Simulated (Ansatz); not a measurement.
## Hypothetical P6_422 BP, pressure series

Take BP (space group P6_422, No. 181; a = 3.260 Å, c = 6.940 Å; a hypothetical phase, not in the database extracts checked) as the base.

Cell and atoms are relaxed at each pressure.

Level of theory: DFT with PBEsol, PAW potentials and a 420 eV plane-wave cutoff in Ansatz (an electronic-structure program), without spin-orbit coupling.

Two rows of this table had their results exchanged by mistake.

```csv
pressure,volume per atom (Å³),shortest distance (Å),band gap
pressure −2 GPa,10.76,2.006,zero
pressure −1 GPa,10.48,1.988,zero
pressure 0.3 GPa,10.63,1.997,zero
pressure 0.7 GPa,10.60,1.996,zero
pressure 1.5 GPa,10.56,1.993,zero
pressure 3 GPa,10.70,2.002,zero
pressure 5 GPa,10.37,1.981,zero
pressure 7.5 GPa,10.24,1.973,zero
pressure 10 GPa,10.13,1.966,zero
```

**Question.** Which two?

**Answer.** The rows for pressure −1 GPa and pressure 3 GPa: the volume has to fall steadily with pressure, so 10.70 Å³ belongs to pressure −1 GPa and 10.48 Å³ to pressure 3 GPa.

A case with no gap was solved on a k-mesh chosen for an insulator, which is coarse for it. Load acts through the strain it causes; cell and atoms are relaxed under it. Whether these cells are dynamically stable was not tested. Competing high-pressure phases were not computed. The base started in P3_121 and relaxed to P6_422 at this level. All final runs are without spin polarisation. The zero or small gap of BP can change with the level of theory.
